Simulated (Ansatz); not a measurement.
Input:

```
CELL_PARAMETERS angstrom
      4.67616     0.00000     0.00000
      0.00000     4.67616     0.00000
      0.00000     0.00000     3.26009
ATOMIC_POSITIONS crystal
  Sn 0.00000 0.00000 0.00000
  Sn 0.50000 0.50000 0.50000
  O  0.30669 0.30669 0.00000
  O  0.69331 0.69331 0.00000
  O  0.80669 0.19331 0.50000
  O  0.19331 0.80669 0.50000
```

All values below come from r2SCAN, rigid bands (plane waves, PAW, scalar-relativistic; Ansatz, a first-principles code). Condition of this run: biaxial stress in the c plane of 6 GPa (compression positive) (the target of the relaxation). Cell: cell and atoms relaxed with PBEsol, then loaded as said.

Question: Predict the electron conductivity mass (n e² τ/σ) at 300 K, by direction if it differs.

Answer: 0.23 (x), 0.23 (y), 0.20 (z) mₑ.

Question: What conductivity effective mass do dilute holes have at 300 K?

Answer: 1.48 (x), 1.48 (y), 1.77 (z) mₑ.

Question: And the band gap?

Answer: 1.88 eV at this level; semilocal functionals usually fall short of the measured gap.

Rigid bands, one relaxation time for all states, no polarons. Spin-orbit coupling is left out; where it splits the top of the valence band it changes the hole mass and lowers the gap by about a third of the splitting. Geometry: cell and atoms relaxed with PBEsol.
